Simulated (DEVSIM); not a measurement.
Device: abrupt Si p-n junction, at 400 K.

Layer 1 from the left is Si, thickness (μm) 0.160, Na (cm⁻³) 3.9e18, τn (s) 8.9e-5, τp (s) 8.9e-5. Layer 2 from the left is Si, thickness (μm) 100, Nd (cm⁻³) 2.6e16, τn (s) 8.9e-5, τp (s) 8.9e-5.

Left contact: ohmic. Right contact: ohmic. Voltage is applied to the left contact. Recombination: SRH at mid-gap, radiative, Auger. Mobility is μmin + (μ − μmin)/(1 + (N/Nref)^α).

Constants are typed, rounded textbook-type inputs, not results; the design itself was drawn at random and stands for no fabricated device. Values at 300 K; Nc and Nv go as T^1.5, mobilities as T to minus their exponent, the gap by Varshni's rule with the affinity fixed.

Si: gap (eV) 1.124, affinity (eV) 4.05, permittivity 11.7, Nc (cm⁻³) 2.86e19, Nv (cm⁻³) 3.1e19, μn (cm²/Vs) 1417, μp (cm²/Vs) 470, μn,min 52, μp,min 45, Nref,n 9.7e16, Nref,p 2.2e17, αn 0.68, αp 0.72, T exponent of μn 2.3, T exponent of μp 2.2, B (cm³/s) 4.7e-15, Cn (cm⁶/s) 2.8e-31, Cp (cm⁶/s) 9.9e-32, Varshni α (eV/K) 0.000473, Varshni β (K) 636.

### Question
Estimate by hand the built-in potential, the peak field at zero bias, the capacitance at -2 V, and compare with a numerical solution.

### Answer

- Built-in potential: ni = √(Nc Nv) exp(−Eg/2kT) = 5.68e12 cm⁻³ with Eg = 1.096 eV; Vbi = kT/q ln(Na Nd/ni²) = 0.754 V; numerical 0.754 V.
- Peak field at zero bias: depletion approximation: W = √(2εVbi/(qN)) = 0.194 μm with N = 2.58e16 cm⁻³; field = 2Vbi/W = 77600 V/cm; numerical 138000 V/cm (estimate below by 44 %).
- Capacitance at -2 V: C = √(qεN / 2(Vbi + |V|)) = 27.9 nF/cm²; numerical 28.4 nF/cm² (estimate below by 1.7 %).

Simulated with DEVSIM: 1D drift-diffusion, Boltzmann statistics, complete ionisation; no tunnelling, impact ionisation, image-force lowering or self-heating.
